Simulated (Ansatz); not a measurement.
For GeSe (model structure, started from the wurtzite type, P6₃mc, No. 186, 4 atoms in the cell), PBEsol (plane waves, PAW; Ansatz, an electronic-structure program) gives:

| Item | Value |
|---|---|
| lattice parameter a | 4.710 Å |
| lattice parameter c | 5.685 Å |
| formation enthalpy | -0.084 eV/atom |

### Question
What does PBE-D3(BJ) in Ansatz (plane waves, PAW) give for the same quantities?

### Answer

- lattice constant a: 4.774 Å (increases by 1.4 %)
- lattice parameter c: 5.839 Å (goes up by 2.7 %)
- formation enthalpy: -0.099 eV/atom (moves by -0.015 eV/atom)

Changes are worked out from the printed values.

Unless a cell is named, each level is at its own relaxed cell (PBEsol 27.31, PBE-D3(BJ) 28.81 Å³/atom).

Caveats: a distance lies near a switch of the dispersion term, which can move the cell (PBE-D3(BJ)). Ansatz's density-functional and Hartree–Fock values are scalar-relativistic unless marked +SOC, with PAW data made under PBE.

A model structure was made by putting elements into a prototype or built by hand; it is no filed structure, need not be a known phase, and can be a saddle point held by its symmetry.
